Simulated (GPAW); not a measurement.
Band structure of KMg₆Cd (Amm2, 8 atoms in the cell).

```
KMg6Cd
1.0
    5.28674     0.00000     0.00000
    0.00000     3.36043     5.74281
    0.00000    -3.36043     5.74281
K Mg Cd
1 6 1
Cartesian
  0.00000   0.00000   9.55121
  0.00000  -1.65609   6.68486
  0.00000   1.65609   6.68486
  0.00000   0.00000   3.86755
  2.64337  -1.57859   4.84716
  2.64337   1.57859   4.84716
  2.64337   0.00000   1.91729
  2.64337   0.00000   7.54249
```

Computed with PBEsol, GPAW PAW datasets PBEsol (made by gpaw-setup) (plane waves; GPAW 25.7.0).

Settings: mode = pw; ecut = 850 eV; xc = PBEsol; kpts = 4 3 3; mesh shift (steps) = 0 0 0; occupations.name = methfessel-paxton; occupations.width = 0.05 eV; occupations.order = 0; nbands = -16; convergence.forces = 0.001 eV/Å; symmetry.symmorphic = false; symmetry.tolerance = 0.0005; maxiter = 120; bandpath_npoints = 40.

The starting cell comes from a database of computed structures (which also holds hypothetical and non-ambient phases and stackings), without a prior relaxation at this level. Its lattice was rescaled by a random factor within 2.5 % of one.

Levels in eV from the Fermi level, bands 38 to 44:
```csv
point,38,39,40,41,42,43,44
Γ,-1.75,-1.31,-1.28,-1.20,-0.23,2.02,2.10
X,-0.47,-0.40,-0.37,-0.09,0.39,0.63,1.07
S,-0.62,-0.05,0.16,0.17,0.85,0.91,1.30
R,-2.24,-1.58,-1.28,-0.91,1.59,1.74,2.31
A,-3.28,-2.33,0.36,0.44,0.54,0.70,1.13
Z,-1.11,-1.05,-0.89,-0.86,-0.81,-0.58,0.07
Y,-0.67,-0.11,0.15,0.27,0.75,1.01,1.53
X1,-0.47,-0.40,-0.37,-0.09,0.39,0.63,1.07
A1,-3.28,-2.33,0.36,0.44,0.54,0.70,1.13
T,-2.16,-1.89,-1.20,-1.03,1.71,2.00,2.13
```

Bands cross the Fermi level along this path, so the cell is metallic at this level.
